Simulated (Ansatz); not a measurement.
The starting structures come from a database of crystals and need not be the phases stable at ambient conditions.

 Where the default PAW files enter, the runs use the earlier of Ansatz's two default sets.

Crystal: K2H6Pt (Fm-3m, not sure to be the ambient phase, 9 atoms a cell, 14.9 Å³ an atom); planes in its conventional cell.

Method: r2SCAN (plane waves, PAW; Ansatz, a first-principles code).

The gap is the functional's own, uncorrected, and κ follows it; spin-orbit coupling is left out. Mid-gap values are interpolated between the computed energies.

```json
[
 {"plane": "(111)", "area of the cell (Å²)": "28.6", "mid-gap κ (1/Å)": "0.43", "largest κ in the gap (1/Å)": "0.43"},
 {"plane": "(001)", "area of the cell (Å²)": "33.0", "mid-gap κ (1/Å)": "[?]", "largest κ in the gap (1/Å)": "[?]"},
 {"plane": "(110)", "area of the cell (Å²)": "46.6", "mid-gap κ (1/Å)": "[?]", "largest κ in the gap (1/Å)": "[?]"}
]
```

Task: The slowest decay depends on the direction. Supply the withheld values.

Result: 
- (001), mid-gap κ (1/Å): 0.46
- (001), largest κ in the gap (1/Å): 0.47
- (110), mid-gap κ (1/Å): 0.40
- (110), largest κ in the gap (1/Å): 0.40
